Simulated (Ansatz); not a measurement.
## ZnSnAs2: uniaxial strain ε_xx = +1.50 %

The parent structure is ZnSnAs2 in the chalcopyrite structure (space group I-42d, No. 122; a = 5.839 Å, c = 11.737 Å). Axes: x, y, z lie along a, b, c of the conventional cell.

One thing is altered: uniaxial strain ε_xx = +1.50 %, all other strain components held at zero, atoms relaxed at fixed cell.

Calculations: DFT with PBEsol, PAW potentials and a 420 eV plane-wave cutoff in Ansatz (an electronic-structure program), no spin-orbit coupling. k-mesh 8×8×8 (Γ-centred); smearing 0.05 eV (Fermi–Dirac).

The volume per atom grows by 0.375 Å³ to 25.39 Å³ and the space group goes from I-42d (No. 122) to I2_12_12_1 (No. 24). The shortest interatomic distance goes up by 0.014 Å to 2.463 Å and the energy increases by 1.6 meV/atom. The band gap is still zero and the stress (xx, yy, zz, yz, xz, xy; compression positive) amounts to (-1.3, -0.7, -0.7, 0.0, 0.0, 0.0) GPa (rough).

Cost of the whole job for the changed cell (relaxation, final SCF and bands): about 4 core-minutes (a rough figure).

Without a gap, meshes like the base's 8×8×8 leave anisotropic stresses uncertain by several tenths of a GPa, and small strain energies with them. No phonon test of stability was made. All final runs are without spin polarisation. The zero or small gap of ZnSnAs2 can change with the level of theory.
